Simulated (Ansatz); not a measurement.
Input and output of a self-consistent single point for a (001) slab of CsCaH3 (cut from a parent of space group no. 221; 10 atoms in the cell) (Ansatz, a first-principles code).

Level of theory: LDA (PW92), default PAW files made with PBE (plane waves; Ansatz).

```
CELL_PARAMETERS angstrom
      4.59808     0.00000     0.00000
      0.00000     4.59808     0.00000
      0.00000     0.00000    20.89709
ATOMIC_POSITIONS crystal
  Cs 0.00000 0.00000 0.44499
  Ca 0.50000 0.50000 0.33498
  H  0.50000 0.00000 0.33498
  H  0.00000 0.50000 0.33498
  H  0.50000 0.50000 0.44499
  Cs 0.00000 0.00000 0.66502
  Ca 0.50000 0.50000 0.55501
  H  0.50000 0.00000 0.55501
  H  0.00000 0.50000 0.55501
  H  0.50000 0.50000 0.66502
```

Reference input (self-consistent single point, DFT, LDA (PW92), plane waves, default PAW files made with PBE): basis.ecutwfc = 420 eV; kpoints.mp_grid.grid = 5 5 1; hamiltonian.xc = lda; hamiltonian.pseudopotentials = {kind: paw} (the program's default PAW files); scf.occupations.method = fermi_dirac; scf.occupations.width = 0.05 eV. This run's input differs from it in these lines:

Ansatz 0.2 input:
```diff
@@ -20,3 +20,3 @@
 kpoints:
-  mp_grid: { grid: [5, 5, 1] }
+  mp_grid: { grid: [4, 4, 1] }
 hamiltonian:
```

Output, abridged:

```
SCF iter   1: F=—  HF=-14652.059536 eV  |F-HF|=—  |Δ(HF+E_count)|=         —  Δρ=6.37e-3  dr2=1.65e-1  ethr=1.77e-3  ⟨swp⟩=14.8  Hψ=1427  notcnv=0
all-band conjugate gradients solve this SCF's bands
preconditioner: auto → Resta (q_TF=auto, 1.857 Å⁻¹)
SCF iter   2: F=—  HF=-14652.010241 eV  |F-HF|=—  |Δ(HF+E_count)|=   4.93e-2  Δρ=2.27e-3  dr2=2.06e-2  ethr=3.76e-4  ⟨swp⟩=2.0  Hψ=313  notcnv=0  defer=15
   [... lines left out ...]
SCF iter   4: F=—  HF=-14652.005111 eV  |F-HF|=—  |Δ(HF+E_count)|=   9.68e-5  Δρ=8.45e-5  dr2=4.09e-5  ethr=8.39e-7  ⟨swp⟩=2.0  Hψ=296  notcnv=0  defer=18
SCF iter   5: F=—  HF=-14652.005272 eV  |F-HF|=—  |Δ(HF+E_count)|=   1.61e-4  Δρ=1.81e-5  dr2=1.89e-6  ethr=9.30e-8  ⟨swp⟩=2.0  Hψ=309  notcnv=0  defer=21
SCF iter   6: F=—  HF=-14652.005273 eV  |F-HF|=—  |Δ(HF+E_count)|=   1.25e-6  Δρ=4.72e-6  dr2=1.86e-7  ethr=4.31e-9  ⟨swp⟩=2.0  Hψ=287  notcnv=0  defer=21
SCF iter   7: F=-14652.005273 eV  HF=-14652.005273 eV  |F-HF|=3.11e-9  |Δ(HF+E_count)|=   1.58e-7  Δρ=1.08e-6  dr2=7.29e-9  ethr=2.27e-10  ⟨swp⟩=13.2  Hψ=1012  notcnv=0
SCF 1 converged in 7 iterations: F = -14652.005273 eV  dr2 = 7.29e-9
Free energy (F): -14652.005273 eV
Internal energy: -14652.005273 eV  (E = F + TS)
E sigma→0 (E₀):  -14652.005273 eV
Fermi energy:    0.548969 eV
--- Forces (eV/Å), atoms counted from 1 ---
  atom   1  Cs    -0.00000000     0.00000000    -0.11569862
  atom   2  Ca    -0.00000000     0.00000000     0.44553828
  atom   3  H      0.00000000     0.00000000     0.02150005
  atom   4  H      0.00000000     0.00000000     0.02150005
  atom   5  H      0.00000000     0.00000000    -0.15061776
  atom   6  Cs     0.00000000     0.00000000    -0.18515815
  atom   7  Ca     0.00000000     0.00000000     0.06889519
  atom   8  H     -0.00000000     0.00000000     0.02069048
  atom   9  H      0.00000000     0.00000000     0.02069048
  atom  10  H     -0.00000000     0.00000000    -0.14732142
--- Stress (GPa, compression-positive) ---
       -1.359921       0.000000      -0.000000
        0.000000      -1.359921       0.000000
       -0.000000       0.000000      -0.870197
  P = ⅓ Tr σ = -1.1967 GPa (-11.967 kbar)
  The stress holds the Pulay correction. Without it, at fixed plane waves, as pw.x and ABINIT print it: P = -1.2181 GPa
```

The run converged in 7 iterations. Against the reference run the free energy stays essentially unchanged (within 1 meV/atom), the largest force hardly changes (0.445 to 0.446 eV/Å) and the gap on the mesh goes from 2.901 to 2.717 eV.

The starting cell comes from a database of computed structures (which also holds hypothetical and non-ambient phases and stackings), without a prior relaxation at this level. The slab is cut from that crystal, and its faces are unrelaxed. Its lattice was rescaled by up to half a per cent. The two faces of this cut differ, and no dipole correction was used.
